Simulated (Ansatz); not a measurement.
Start from NbAgO₃ in the cubic perovskite structure (space group Pm-3m, No. 221; a = 3.9499 Å; a cell from a computed database, its experimental status unchecked).

Method: PBEsol, PAW, 420 eV (Ansatz, a first-principles code; without spin-orbit coupling).

Before the change:

| Item | Result |
|---|---|
| Band gap | 1.40 eV |
| Shortest interatomic distance | 1.975 Å |
| Density | 6.70 g/cm³ |
| Gap character | indirect, M → X |

Perturbation: hydrostatic tension (pressure −2 GPa).

Q: How does this affect the band gap, shortest interatomic distance, density and gap character?

A: The band gap drops by 0.01 eV (1.40 eV → 1.39 eV); the shortest interatomic distance goes up by 0.006 Å (1.975 Å → 1.981 Å); the density drops by 0.065 g/cm³ (6.70 g/cm³ → 6.64 g/cm³); the gap character stays indirect, M → X.

Load acts through the strain it causes; cell and atoms are relaxed under it. Whether these cells are dynamically stable was not tested. Many cubic perovskites are stable only at high temperature; tilts and polar distortions were not tested.
